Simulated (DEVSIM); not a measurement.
## abrupt Si n-p junction

Device: abrupt Si n-p junction, at 300 K.

```
layer (left to right)  material  thickness (μm)  Nd (cm⁻³)  Na (cm⁻³)  τn (s)  τp (s)
---------------------  --------  --------------  ---------  ---------  ------  ------
1                            Si            17.0     4.2e16          -  4.4e-5  4.4e-5
2                            Si            65.0          -     9.3e16  4.4e-5  4.4e-5
```

Left contact: ohmic. Right contact: ohmic. Voltage is applied to the left contact. Recombination: SRH at mid-gap, radiative, Auger. Mobility is constant in doping.

The device is made up for the run: typed textbook-type constants, with dimensions and the other settings drawn at random. Values at 300 K.

| parameter | Si |
|---|---|
| gap (eV) | 1.124 |
| affinity (eV) | 4.05 |
| permittivity | 11.7 |
| Nc (cm⁻³) | 2.86e19 |
| Nv (cm⁻³) | 3.1e19 |
| μn (cm²/Vs) | 1417 |
| μp (cm²/Vs) | 470 |
| B (cm³/s) | 4.7e-15 |
| Cn (cm⁶/s) | 2.8e-31 |
| Cp (cm⁶/s) | 9.9e-32 |

DEVSIM, 1D drift-diffusion, Boltzmann statistics, complete ionisation; no tunnelling, impact ionisation, image-force lowering or self-heating.

Potential step across the device at zero bias: 0.805 V
Largest field in the device at zero bias: 82000 V/cm
Dark forward voltage at 1 A/cm²: 0.678 V
Dark forward voltage at 100 A/cm²: 0.846 V

Dark forward current:

(V (V), J (A/cm²)): (-0.05, -7.0e-11); (-0.15, -1.9e-9); (-0.25, -7.2e-8); (-0.35, -3.3e-6); (-0.40, -2.3e-5); (-0.50, -0.0011); (-0.60, -0.052); (-0.70, -2.3); (-0.80, -43); (-0.90, -210); (-0.95, -370); (-1.05, -820); (-1.15, -1500); (-1.25, -2300)

Dark reverse current:

```
V (V)  J (A/cm²)
-----  ---------
0.04     2.1e-11
0.10     4.0e-11
0.20     6.5e-11
0.30     8.6e-11
0.40     1.1e-10
0.60     1.4e-10
0.80     1.8e-10
1.00     2.1e-10
1.30     2.6e-10
1.60     3.0e-10
2.00     3.5e-10
```
